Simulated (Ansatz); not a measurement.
Base system: Al$_{2}$O$_{3}$ in the corundum structure (space group R-3c, No. 167).

```yaml
crystal:
  lattice:
    - [2.38658, 1.37789, 4.33779]
    - [-2.38658, 1.37789, 4.33779]
    - [0.00000, -2.75579, 4.33779]
  atoms:
    - { symbol: Al, position: [0.35203, 0.35203, 0.35203] }
    - { symbol: Al, position: [0.14797, 0.14797, 0.14797] }
    - { symbol: Al, position: [0.64797, 0.64797, 0.64797] }
    - { symbol: Al, position: [0.85203, 0.85203, 0.85203] }
    - { symbol: O, position: [0.55585, 0.94415, 0.25000] }
    - { symbol: O, position: [0.25000, 0.55585, 0.94415] }
    - { symbol: O, position: [0.94415, 0.25000, 0.55585] }
    - { symbol: O, position: [0.44415, 0.05585, 0.75000] }
    - { symbol: O, position: [0.75000, 0.44415, 0.05585] }
    - { symbol: O, position: [0.05585, 0.75000, 0.44415] }
```

Calculations: Kohn–Sham DFT with the PBEsol functional, run in Ansatz (a first-principles code) with PAW and 420 eV plane waves, spin-orbit coupling left out, earlier PAW set.

One change was made to it. Results:

```json
[
 {"quantity": "lattice parameter a", "base": "4.773 Å", "after": "4.746 Å"},
 {"quantity": "valence-band top at Γ (three highest levels, from the VBM)", "base": "0.00, -0.04, -0.04 eV", "after": "0.00, -0.05, -0.05 eV"},
 {"quantity": "electron mass", "base": "0.40 mₑ along c, 0.37 mₑ across (at Γ)", "after": "0.41 mₑ along c, 0.38 mₑ across (at Γ)"}
]
```

**Question.** Which change produced these results?
(A) pressure 30 GPa
(B) pressure −1 GPa
(C) pressure −2 GPa
(D) pressure 9 GPa
(E) pressure 4.5 GPa

**Answer.** E, pressure 4.5 GPa. For comparison, the valence-band top at Γ in the other runs: pressure −1 GPa gives 0.00, -0.03, -0.03 eV; pressure 9 GPa gives 0.00, -0.06, -0.06 eV; pressure −2 GPa gives 0.00, -0.03, -0.03 eV; pressure 30 GPa gives 0.00, -0.12, -0.12 eV.

The levels and masses belong to the bands next to the band gap. Load acts through the strain it causes; cell and atoms are relaxed under it. Masses are band curvatures over ±0.01 Å⁻¹ around the edge. Stability against distortions was not tested. No other phases were tried under pressure.
